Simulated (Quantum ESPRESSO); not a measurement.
**How far to go with the plane-wave cutoff: BaAlGeH (P3m1, 4 atoms in the cell)**

```xyz
4
Lattice="4.3604 0.0000 0.0000 -2.1802 3.7762 0.0000 0.0000 0.0000 5.2238" Properties=species:S:1:pos:R:3 pbc="T T T"
Ba     0.0000     2.5175     0.5673
Al     0.0000     0.0000     3.3503
Ge     2.1802     1.2587     2.8874
H      0.0000     0.0000     5.0822
```

Method of the run: PBEsol, PseudoDojo standard norm-conserving (PBESOL) pseudopotentials (plane waves; Quantum ESPRESSO).

Base settings: ecutwfc = 80 Ry; occupations = fixed; potentials = {Ba: Ba.upf, Al: Al.upf, Ge: Ge.upf, H: H.upf}; K_POINTS = automatic 3 3 2 0 0 0; nbnd = 18; conv_thr = 1e-10 Ry.

The second cell is the first with its lattice scaled by 0.98.

The mesh stays at the base's, so the ladder's end is converged at best in this setting alone.

Only quantities that move along the ladder and can be compared are tabulated; the gap is left out on so coarse a mesh.

The count of work is k-points × plane waves × bands × iterations; it is no time. 

The starting cell comes from a database of computed structures (which also holds hypothetical and non-ambient phases and stackings), without a prior relaxation at this level. Its lattice was rescaled by up to half a per cent. One atom was moved a little off its site on purpose.

Steps (ecutwfc): 28 Ry; 32 Ry; 40 Ry; 44 Ry; 48 Ry; 64 Ry; 72 Ry; 80 Ry; 88 Ry; 96 Ry; 108 Ry; 140 Ry; 192 Ry.

Q: What is the coarsest ecutwfc that holds the energy of the compressed cell less the first within 0.5 meV/atom of the last step, with all finer ones?

A: 64 Ry, at 0.19 of the last step's count of work; the step before is off by 8.7 meV/atom.

Q: What is the coarsest ecutwfc that holds the pressure within 0.2 GPa of the last step, with all finer ones?

A: 80 Ry, at 0.27 of the last step's count of work; the step before is off by 0.22 GPa.

Q: What is the coarsest ecutwfc that holds the forces within 0.005 eV/Å of the last step, with all finer ones?

A: 64 Ry, at 0.19 of the last step's count of work; the step before is off by 0.010 eV/Å.

| ecutwfc | free energy less the last step's (meV/atom) | energy of the compressed cell less the first (meV/atom) | pressure (GPa) | largest difference of a force vector from the last step's (eV/Å) | count of work / last |
|---|---|---|---|---|---|
| 28 Ry | 40459.61 | -65.81 | -615.94 | 0.561 | 0.062 |
| 32 Ry | 25327.45 | 25.67 | -497.09 | 0.353 | 0.069 |
| 40 Ry | 8385.40 | -83.98 | -262.48 | 0.037 | 0.095 |
| 44 Ry | 4355.44 | -48.61 | -169.83 | 0.072 | 0.11 |
| 48 Ry | 2050.54 | -10.54 | -99.44 | 0.010 | 0.12 |
| 64 Ry | 33.10 | -1.94 | -5.26 | 0.001 | 0.19 |
| 72 Ry | 1.82 | -1.77 | -2.04 | 0.001 | 0.23 |
| 80 Ry | 0.54 | -1.84 | -1.81 | 0.001 | 0.27 |
| 88 Ry | 0.49 | -1.84 | -1.81 | 0.001 | 0.31 |
| 96 Ry | 0.45 | -1.84 | -1.81 | 0.001 | 0.35 |
| 108 Ry | 0.35 | -1.85 | -1.82 | 0.001 | 0.42 |
| 140 Ry | 0.20 | -1.86 | -1.82 | 0.000 | 0.62 |
| 192 Ry | 0.00 | -1.87 | -1.82 | 0.000 | 1.0 |

The energy difference between the two cells stays within 1 meV/atom of the last step's from 64 Ry on, the total only from 80 Ry on: much of the error is common to both cells and cancels.

At the lowest cutoff the pressure lies 614 GPa under the last step's, the usual sign of Pulay stress in an incomplete plane-wave basis.
